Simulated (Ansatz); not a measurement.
For TaGe₂ (P6₂22, No. 180, 9 atoms in the cell; start COD 1528656), LDA (PAW; Ansatz, a first-principles code) gives:

```
Item                                  Result
------------------------------  ------------
equilibrium lattice constant a       4.904 Å
lattice parameter c                  6.683 Å
cohesive energy                 6.57 eV/atom
```

### Question
What does r²SCAN (plane waves, PAW; Ansatz) give for the same quantities?

### Answer

- lattice constant a: 4.971 Å (goes up by 1.4 %)
- lattice parameter c: 6.743 Å (grows by 0.9 %)
- cohesive energy: 5.43 eV/atom (shrinks by 1.14 eV/atom)

Changes are worked out from the printed values.

Unless a cell is named, each level is at its own relaxed cell (LDA 15.47, r²SCAN 16.03 Å³/atom).

Levels without +SOC leave out spin–orbit coupling, which shifts energies and cells of such heavy elements.

Caveats: the relaxation could not lower the start's symmetry, so the cell can be a saddle point above a distorted one (LDA, r²SCAN). Ansatz's density-functional and Hartree–Fock values are scalar-relativistic unless marked +SOC, with PAW data made under PBE.
